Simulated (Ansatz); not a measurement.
RuRhN₂ (model structure, started from the PtCoO2 type, R-3m, No. 166, 4 atoms in the cell), treated with LDA (PAW; Ansatz, a first-principles code).

Settings: plane-wave cutoff 520 eV, 22×22×22 k mesh, Fermi–Dirac smearing 0.05 eV, no spin polarisation, scalar-relativistic PAW data made under PBE.

Cell (relaxed at this level):

```xyz
4
Lattice="1.3686 0.7902 6.3522 -1.3686 0.7902 6.3522 0.0000 -1.5803 6.3522" Properties=species:S:1:pos:R:3 pbc="T T T"
Ru     0.0000     0.0000     9.5283
Rh     0.0000     0.0000     0.0000
N      0.0000     0.0000    17.1580
N      0.0000     0.0000     1.8986
```

Problem. Predict the bulk modulus.

Solution. 
- bulk modulus: 284 GPa

Note: the run has no spin polarisation, so it can have missed a magnetic state; the bulk modulus is −V dP/dV from two relaxed cells at ±2 % in volume; the relaxation could raise the start's symmetry but not lower it, so the cell can be a saddle point.

Computed values are for the static lattice.

A model structure was made by putting elements into a prototype or built by hand; it is no filed structure, need not be a known phase, and can be a saddle point held by its symmetry.
